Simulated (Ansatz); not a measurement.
Start from CrGe in the rock salt structure (space group Fm-3m, No. 225; a = 5.016 Å; ferromagnetic; a hypothetical phase, not in the database extracts checked).

Calculations: plane-wave PAW DFT at the PBE level (Ansatz, a first-principles code, 420 eV), no spin-orbit coupling, earlier PAW set.

For the base:

The lattice parameter a comes out as 5.016 Å and the magnetic state comes out as ferromagnetic. The largest site moment is 2.18 μB.

Modification: Pb takes the place of Ge on all its sites, then cell and atoms are relaxed.

Tabulated Pauling electronegativity and covalent radius: Ge 2.01, 1.20 Å; Pb 2.33, 1.46 Å.

Problem. What does the calculation give for the lattice parameter a, magnetic state and largest site moment after the change?

Solution. The lattice parameter a increases by 0.6407 Å to 5.656 Å; the magnetic state remains ferromagnetic; the largest site moment grows by 0.92 μB (2.18 μB → 3.10 μB).

Other magnetic orders, which the real material may have, were not ruled out. No phonon test of stability was made. As relaxed here, CrPb is a hypothetical phase, not in the database extracts checked.
